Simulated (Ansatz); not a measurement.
# A short convergence ladder for TaSb2 (C2/m, 6 atoms in the cell)

```xyz
6
Lattice="5.1531 -1.8544 0.0000 5.1531 1.8544 0.0000 -4.2584 0.0000 7.2209" Properties=species:S:1:pos:R:3 pbc="T T T"
Ta     5.2949     0.0000     5.8562
Ta     0.7529     0.0000     1.3647
Sb    -0.7513     0.0000     3.8654
Sb     6.7991     0.0000     3.3556
Sb     3.7003     0.0000     0.7965
Sb     2.3474     0.0000     6.4244
```

Base method: LDA (PW92), default PAW files made with PBE (plane waves; Ansatz, a quantum-chemistry and plane-wave program).

Base settings: basis.ecutwfc = 420 eV; kpoints.mp_grid.grid = 6 6 2; hamiltonian.xc = lda; hamiltonian.pseudopotentials = {kind: paw} (the program's default PAW files); scf.occupations.method = gaussian; scf.occupations.width = 0.1 eV.

Core times come from one kind of shared machine, to one figure; runs under 30 s give none.

**Zone-centre phonons against the cutoff**

In this ladder: phonons.method = dfpt.

The mesh stays at the base's, so the ladder's end is converged at best in this setting alone.

Frequencies are those of the unrelaxed cell, without the LO-TO term of polar crystals.

Only quantities that move along the ladder and can be compared are tabulated.

```tsv
basis.ecutwfc	highest zone-centre frequency (cm⁻¹)	lowest optical frequency (cm⁻¹)	core time / last (rough)
210 eV	214.4	44.9	0.2
295 eV	211.9	89.5	0.3
420 eV	210.1	88.7	0.4
630 eV	210.1	88.7	1
```

Coarsest basis.ecutwfc that holds the lowest optical frequency within 1 cm⁻¹ of the last step, with all finer ones: 295 eV, at about 0.3 of the last step's time; the step before is off by 44 cm⁻¹.

Coarsest basis.ecutwfc that holds the highest zone-centre frequency within 1 cm⁻¹ of the last step, with all finer ones: 420 eV, at about 0.4 of the last step's time; the step before is off by 1.8 cm⁻¹.

On the base run: the starting cell comes from a database of computed structures (which also holds hypothetical and non-ambient phases and stackings), without a prior relaxation at this level. Its lattice was rescaled by up to half a per cent. Spin polarisation is off. In the base run, with a pressure of about -6 GPa the cell is away from its equilibrium volume at this level. Without a gap this mesh is coarse (it stands for a supercell whose shortest vector is 17 Å).

Keys are those of Ansatz 0.2.
